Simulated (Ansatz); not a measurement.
We consider PbI₂ (P6₃mc, No. 186, 12 atoms in the cell; start mp-567542), described by dielectric-dependent PBEsol hybrid (Ansatz, a first-principles code, PAW).

Settings: plane-wave cutoff 460 eV, 6×6×1 k mesh (along the axes of the cell as run), Fermi–Dirac smearing 0.01 eV, scalar-relativistic PAW data made under PBE.

Cell (relaxed with PBEsol):

```yaml
crystal:
  lattice:
    - [4.54113, 0.00000, 0.00000]
    - [-2.27056, 3.93273, 0.00000]
    - [0.00000, 0.00000, 28.34609]
  atoms:
    - { symbol: Pb, position: [0.33333, 0.66667, 0.75019] }
    - { symbol: Pb, position: [0.66667, 0.33333, 0.25019] }
    - { symbol: Pb, position: [0.33333, 0.66667, 0.99982] }
    - { symbol: Pb, position: [0.66667, 0.33333, 0.49982] }
    - { symbol: I, position: [0.33333, 0.66667, 0.18451] }
    - { symbol: I, position: [0.66667, 0.33333, 0.68451] }
    - { symbol: I, position: [0.00000, 0.00000, 0.81589] }
    - { symbol: I, position: [0.00000, 0.00000, 0.31589] }
    - { symbol: I, position: [0.00000, 0.00000, 0.06549] }
    - { symbol: I, position: [0.00000, 0.00000, 0.56549] }
    - { symbol: I, position: [0.66667, 0.33333, 0.93410] }
    - { symbol: I, position: [0.33333, 0.66667, 0.43410] }
```

Problem. Give the computed band gap.

Solution. 
band gap: 3.04 eV (on the SCF k mesh)

Note: cell and atoms aren't relaxed at this level.

Spin–orbit coupling is not included; with these elements it can move the gap by several tenths of an eV or more.

The computed numbers hold no vibrational or temperature effects.

A start named mp-… is a Materials Project structure, which need not be a measured phase.
